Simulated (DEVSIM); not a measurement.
Structure: Cr/SiO2/n-Ge capacitor, at 300 K.

```
layer (left to right)  material  thickness (nm)  Nd (cm⁻³)
---------------------  --------  --------------  ---------
1                          SiO2           0.770          -
2                            Ge            8900     4.5e15
```

Metal gate on the left, work function 4.5 eV. Fixed charge at the semiconductor interface -1.9e10 cm⁻² (in units of +e); no interface traps.

Constants are typed, rounded textbook-type inputs, not results; the design itself was drawn at random and stands for no fabricated device. Values at 300 K.

| parameter | SiO2 | Ge |
|---|---|---|
| gap (eV) | 9 | 0.664 |
| affinity (eV) | 0.9 | 4 |
| permittivity | 3.9 | 16 |
| Nc (cm⁻³) | - | 1.04e19 |
| Nv (cm⁻³) | - | 6e18 |

Simulated with DEVSIM: 1D Poisson equation in equilibrium, Boltzmann statistics, complete ionisation; no quantum confinement or tunnelling. Metal contacts follow the ideal Schottky-Mott rule: no Fermi-level pinning, no interface dipoles.

Task: Tabulate band edges, carrier densities and field at 0.1 V on the gate.

Result: Energies count from the Fermi level of the right contact; mesh points crowd at the junctions.

```tsv
x (μm)	Ec (eV)	Ev (eV)	n (cm⁻³)	p (cm⁻³)	field (V/cm)
0.000	3.500	-5.500	< 1e2	< 1e2	-45000
0.0004991	3.498	-5.502	< 1e2	< 1e2	-45000
0.001412	0.396	-0.268	2.3e12	1.9e14	-13000
0.003540	0.393	-0.271	2.6e12	1.7e14	-13000
0.01047	0.384	-0.280	3.7e12	1.2e14	-13000
0.02330	0.368	-0.296	6.8e12	6.4e13	-12000
0.04955	0.338	-0.326	2.2e13	2.0e13	-11000
0.1376	0.263	-0.401	3.9e14	1.1e12	-6400
0.3006	0.209	-0.455	3.2e15	1.4e11	-1200
0.6559	0.200	-0.464	4.5e15	9.7e10	≈ 0
1.383	0.200	-0.464	4.5e15	9.7e10	≈ 0
3.824	0.200	-0.464	4.5e15	9.7e10	≈ 0
6.484	0.200	-0.464	4.5e15	9.7e10	≈ 0
7.793	0.200	-0.464	4.5e15	9.7e10	≈ 0
8.501	0.200	-0.464	4.5e15	9.7e10	≈ 0
8.712	0.200	-0.464	4.5e15	9.7e10	≈ 0
8.815	0.200	-0.464	4.5e15	9.7e10	≈ 0
8.861	0.200	-0.464	4.5e15	9.7e10	≈ 0
8.887	0.200	-0.464	4.5e15	9.7e10	≈ 0
8.895	0.200	-0.464	4.5e15	9.7e10	≈ 0
8.899	0.200	-0.464	4.5e15	9.7e10	≈ 0
8.901	0.200	-0.464	4.5e15	9.7e10	≈ 0
```
